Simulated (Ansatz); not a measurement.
We consider As (Cmce, No. 64), described by LDA (Ansatz, an electronic-structure program, plane waves, PAW).

Settings: plane-wave cutoff 520 eV, 16×16×12 k mesh (along the axes of the cell as run), Fermi–Dirac smearing 0.05 eV, scalar-relativistic PAW data made under PBE.

Cell (relaxed at this level):

```yaml
crystal:
  lattice:
    - [1.85674, -5.37322, 0.00000]
    - [1.85674, 5.37322, 0.00000]
    - [0.00000, 0.00000, 4.22940]
  atoms:
    - { symbol: As, position: [0.11270, 0.88730, 0.05457] }
    - { symbol: As, position: [0.61270, 0.38730, 0.44543] }
    - { symbol: As, position: [0.88730, 0.11270, 0.94543] }
    - { symbol: As, position: [0.38730, 0.61270, 0.55457] }
```

**Question.** Give the computed bulk modulus.

**Answer.** 
bulk modulus: 36.1 GPa

The run finds no gap.

Note: the bulk modulus is −V dP/dV from two relaxed cells at ±2 % in volume; the volume lies 6 % below that of the published cell.

The computed numbers hold no vibrational or temperature effects.

Cost on a shared machine: around 10 core-minutes (rough).
